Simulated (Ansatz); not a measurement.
The structure below was relaxed with r2SCAN (Ansatz, an electronic-structure program; PAW; 500 eV plane waves; scalar-relativistic without spin-orbit coupling).

Space group F-43m (No. 216); a = b = c = 5.667 Å, α = β = γ = 90.00°

```csv
atom,site,symmetry,x,y,z
As,4c,-43m,0.2500,0.2500,0.2500
Ga,4a,-43m,0.0000,0.0000,0.0000
```

Problem. Write out a cell with all atoms.

Solution. 
```cif
data_As4Ga4
_chemical_formula_sum 'As4 Ga4'
_space_group_name_H-M_alt 'P 1'
_space_group_IT_number 1
_cell_length_a 5.66670
_cell_length_b 5.66670
_cell_length_c 5.66670
_cell_angle_alpha 90.000
_cell_angle_beta 90.000
_cell_angle_gamma 90.000
loop_
_space_group_symop_operation_xyz
  'x, y, z'
loop_
_atom_site_label
_atom_site_type_symbol
_atom_site_fract_x
_atom_site_fract_y
_atom_site_fract_z
_atom_site_occupancy
As1 As 0.25000 0.25000 0.25000 1
Ga1 Ga 0.00000 0.00000 0.00000 1
As2 As 0.25000 0.75000 0.75000 1
Ga2 Ga 0.00000 0.50000 0.50000 1
As3 As 0.75000 0.25000 0.75000 1
Ga3 Ga 0.50000 0.00000 0.50000 1
As4 As 0.75000 0.75000 0.25000 1
Ga4 Ga 0.50000 0.50000 0.00000 1
```
This is the conventional cell.

No phonon test of stability was made. The cell was made from GaP by this change: P → As.
